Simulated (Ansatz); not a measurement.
**Pt₃Ge (model structure, started from the A15 type, Pm-3n, No. 223, 8 atoms in the cell): properties by level of theory**

| level (code) | equilibrium lattice constant a (Å) | formation enthalpy (eV/atom) |
|---|---|---|
| PBE (Ansatz) | 5.080 | 0.184 |
| PBEsol (Ansatz) | (withheld) | (withheld) |
| PBE-D3(BJ) (Ansatz) | (withheld) | 0.187 |

Question: Complete the blanks.

Answer: 
- PBEsol (Ansatz, a quantum-chemistry and plane-wave program), equilibrium lattice constant a (Å): 5.006
- PBEsol (Ansatz), formation enthalpy (eV/atom): 0.194
- PBE-D3(BJ) (Ansatz), equilibrium lattice constant a (Å): 5.019

Ansatz's density-functional and Hartree–Fock values are scalar-relativistic unless marked +SOC, with PAW data made under PBE.

The computed numbers hold no vibrational or temperature effects.

A model structure was made by putting elements into a prototype or built by hand; it is no filed structure, need not be a known phase, and can be a saddle point held by its symmetry.
